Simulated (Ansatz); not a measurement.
Start from Se (space group P3_121, No. 152; a = 4.529 Å, c = 5.042 Å; made of chains).

Computed with PBE in Ansatz (plane waves to 420 eV, PAW, no SOC), earlier PAW set.

Before the change:

The lattice parameter a comes out as 4.529 Å.

It is then changed as follows: a hydrostatic pressure of 9 GPa.

**Question.** How does this affect the lattice parameter a?

**Answer.** The lattice parameter a shrinks by 0.756 Å, from 4.529 Å to 3.773 Å.

From pressure 9 GPa on, the axis ratios lie over 15 % from the base's, so the cell there is far from its starting form. Load acts through the strain it causes; cell and atoms are relaxed under it. Stability against distortions was not tested. Competing high-pressure phases were not computed. No dispersion term is included, though the crystal is made of layers, chains or molecules, so its spacings can come out too wide.

Ansatz is an electronic-structure program.
